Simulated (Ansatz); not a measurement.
The starting structures come from a database of crystals and need not be the phases stable at ambient conditions.

The decay constant κ of evanescent states in the gap governs leakage through a thin film.

Input:

```
CELL_PARAMETERS angstrom
      4.00390     0.00000     0.00000
      0.00000     4.00390     0.00000
      0.00000     0.00000     5.62318
ATOMIC_POSITIONS crystal
  Zn 0.00000 0.00000 0.00000
  Sn 0.50000 0.50000 0.50000
  P  0.00000 0.50000 0.22706
  P  0.50000 0.00000 0.77294
```

Space group of this cell: P-4m2. The cell is taken as given; by LDA its mean pressure is -2.7 GPa.

Transport runs along the normal of the first two printed cell vectors, the (001) plane of the conventional cell.

The gap is the functional's own. No spin-orbit coupling. Mid-gap values are interpolated on the energy grid.

Task: Give the band gap and the smallest decay constant κ at mid-gap that LDA (Ansatz, a program for electronic structure) yields.

Result: Gap 0.40 eV on a 8×8×6 mesh; κ = 0.043 1/Å, at the zone centre.
